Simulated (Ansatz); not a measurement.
Input and output of a self-consistent single point for Hg (P6_3/mmc, 2 atoms in the cell) (Ansatz, an electronic-structure program).

Level of theory: PBEsol, harder PAW files (source: ansatz) made with PBE (plane waves; Ansatz).

```xyz
2
Lattice="3.1865 0.0000 0.0000 -1.5932 2.7596 0.0000 0.0000 0.0000 5.1735" Properties=species:S:1:pos:R:3 pbc="T T T"
Hg     0.0000     1.8397     1.2934
Hg     1.5932     0.9199     3.8802
```

Reference input (self-consistent single point, DFT, PBEsol, plane waves, default PAW files made with PBE): kpoints.mp_grid.grid = 10 10 5; hamiltonian.xc = pbesol; hamiltonian.pseudopotentials = {kind: paw} (the program's default PAW files); scf.occupations.method = methfessel_paxton; scf.occupations.width = 0.0037 Ry. This run's input differs from it in these lines:

Ansatz 0.2 input:
```diff
@@ -12,3 +12,3 @@
   xc: pbesol
-  pseudopotentials: { kind: paw }
+  pseudopotentials: { kind: paw, source: ansatz }
 scf:
```

Log, with long lists cut:

```
SCF iter   1: F=—  HF=-27402.504244 eV  |F-HF|=—  |Δ(HF+E_count)|=         —  Δρ=2.42e-2  dr2=3.48e-1  ethr=3.10e-3  ⟨swp⟩=5.5  Hψ=4053  notcnv=0
all-band conjugate gradients solve this SCF's bands
preconditioner: auto → Resta (q_TF=auto, 2.670 Å⁻¹)
SCF iter   2: F=—  HF=-27402.413469 eV  |F-HF|=—  |Δ(HF+E_count)|=   9.08e-2  S|Δr|=    0.00e0  Δρ=1.19e-2  dr2=6.51e-2  ethr=8.70e-4  ⟨swp⟩=3.0  Hψ=1992  notcnv=0
SCF iter   3: F=—  HF=-27402.397966 eV  |F-HF|=—  |Δ(HF+E_count)|=   1.55e-2  S|Δr|=    0.00e0  Δρ=3.58e-3  dr2=5.30e-3  ethr=1.63e-4  ⟨swp⟩=2.3  Hψ=1648  notcnv=0
SCF iter   4: F=—  HF=-27402.397649 eV  |F-HF|=—  |Δ(HF+E_count)|=   3.16e-4  S|Δr|=    0.00e0  Δρ=6.77e-4  dr2=9.98e-5  ethr=1.33e-5  ⟨swp⟩=2.4  Hψ=1384  notcnv=0
SCF iter   5: F=—  HF=-27402.397715 eV  |F-HF|=—  |Δ(HF+E_count)|=   6.54e-5  S|Δr|=    0.00e0  Δρ=8.95e-5  dr2=2.91e-6  ethr=2.49e-7  ⟨swp⟩=2.2  Hψ=1513  notcnv=0
SCF iter   6: F=-27402.397716 eV  HF=-27402.397716 eV  |F-HF|=1.06e-8  |Δ(HF+E_count)|=   1.76e-6  S|Δr|=    0.00e0  Δρ=1.72e-5  dr2=9.29e-8  ethr=2.50e-10  ⟨swp⟩=5.1  Hψ=5750  notcnv=0
SCF 1 converged in 6 iterations: F = -27402.397716 eV  dr2 = 9.29e-8
Stability not checked (fill_not_monotonic)
Free energy (F): -27402.397716 eV
Internal energy: -27402.398154 eV  (E = F + TS)
E sigma→0 (E₀):  -27402.397826 eV
Entropy (-TS):   0.000437 eV (0.219 meV/atom)
Fermi energy:    15.281391 eV
--- Forces (eV/Å), atoms counted from 1 ---
  atom   1  Hg     0.00000000    -0.00000000     0.00000000
  atom   2  Hg    -0.00000000     0.00000000     0.00000000
--- Stress (GPa, compression-positive) ---
        1.180453       0.000000       0.000000
        0.000000       1.180453       0.000000
        0.000000       0.000000       2.541667
  P = ⅓ Tr σ = 1.6342 GPa (16.342 kbar)
  The stress holds the Pulay correction. Without it, at fixed plane waves, as pw.x and ABINIT print it: P = 1.6241 GPa
```

The run converged in 6 iterations. Against the reference run the pressure moves little (1.57 to 1.63 GPa). The full log also holds: “WARN basis.ecutwfc = 690 eV, the default”.

The starting cell was generated: these elements placed on a structure prototype, without a prior relaxation; it need not be a known phase or ordering of this composition. Its lattice was rescaled by a random factor within 2.5 % of one. Ansatz's pressure includes its estimate of the finite-basis (Pulay) stress.
